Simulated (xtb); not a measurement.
xtb 6.7.1, GFN2-xTB: c1ccc(-c2ccc3cc(-c4ccc5c(c4)sc4ccccc45)ccc3c2)cc1, 47 atoms. The geometry is a generated start, not checked to be a minimum at this level.

- run flags: --grad
- method: GFN2-xTB
- --acc: 1 (default)
- --etemp (K): 300 (default)
- basis functions: 140
- valence electrons: 136

One run each on 1 thread. Values of broydamp tried: 0.02, 0.05, 0.1, 0.2, 0.4 (default), 0.6, 0.8, 1.

**Question.** Predict the course of the SCC iterations along this series.

**Answer.** Fewest SCC iterations, within one of each other: 0.2 with 12, 0.4 (default) with 12, 0.6 with 12, 0.8 with 13. The count rises to 18 at 0.02. All converge to one solution.

```tsv
broydamp	SCC iterations	end
0.02	18	same solution
0.05	16	same solution
0.1	14	same solution
0.2	12	same solution
0.4 (default)	12	same solution
0.6	12	same solution
0.8	13	same solution
1	14	same solution
```
